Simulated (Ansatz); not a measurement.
The starting structures come from a database of crystals and need not be the phases stable at ambient conditions.

Given:

```yaml
crystal:
  lattice:
    - [3.65429, 0.00000, 0.00000]
    - [-1.82714, 3.16470, 0.00000]
    - [1.82714, -1.05490, 2.98371]
  atoms:
    - { symbol: Be, position: [0.00000, 0.00000, 0.00000] }
    - { symbol: Se, position: [0.25000, 0.75000, 0.25000] }
```

The cell is taken as given; by PBEsol it stands under a pressure of -1.7 GPa.

Transport runs along the normal of the first two printed cell vectors, the (111) plane of the conventional cell.

No gap correction and no spin-orbit coupling; mid-gap is the computed energy nearest the middle.

Q: Predict the band gap and the smallest decay constant κ at mid-gap from PBEsol in Ansatz (a quantum-chemistry and plane-wave program).

A: Gap 2.51 eV on a 10×10×10 mesh; κ = 0.183 1/Å, at the zone centre.
